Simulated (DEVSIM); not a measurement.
System: abrupt Si p-n junction, at 300 K.

Layer 1 from the left is Si, thickness (μm) 0.780, Na (cm⁻³) 5.6e17, τn (s) 2.7e-5, τp (s) 2.7e-5. Layer 2 from the left is Si, thickness (μm) 3.90, Nd (cm⁻³) 8e15, τn (s) 2.7e-5, τp (s) 2.7e-5.

Left contact: ohmic. Right contact: ohmic. Voltage is applied to the left contact. Recombination: SRH at mid-gap. Mobility is μmin + (μ − μmin)/(1 + (N/Nref)^α).

This is a model device: material constants are rounded textbook-type values typed into the input, and sizes, dopings and lifetimes were drawn at random. Values at 300 K.

Si: gap (eV) 1.124, affinity (eV) 4.05, permittivity 11.7, Nc (cm⁻³) 2.86e19, Nv (cm⁻³) 3.1e19, μn (cm²/Vs) 1417, μp (cm²/Vs) 470, μn,min 52, μp,min 45, Nref,n 9.7e16, Nref,p 2.2e17, αn 0.68, αp 0.72.

DEVSIM, 1D drift-diffusion, Boltzmann statistics, complete ionisation; no tunnelling, impact ionisation, image-force lowering or self-heating.

Q: What does the simulation give for the dark forward voltage at 100 A/cm², the dark forward voltage at 1 A/cm², the largest field in the device at zero bias, the potential step across the device at zero bias?

A: dark forward voltage at 100 A/cm² 0.740 V; dark forward voltage at 1 A/cm² 0.604 V; largest field in the device at zero bias 54000 V/cm; potential step across the device at zero bias 0.809 V.
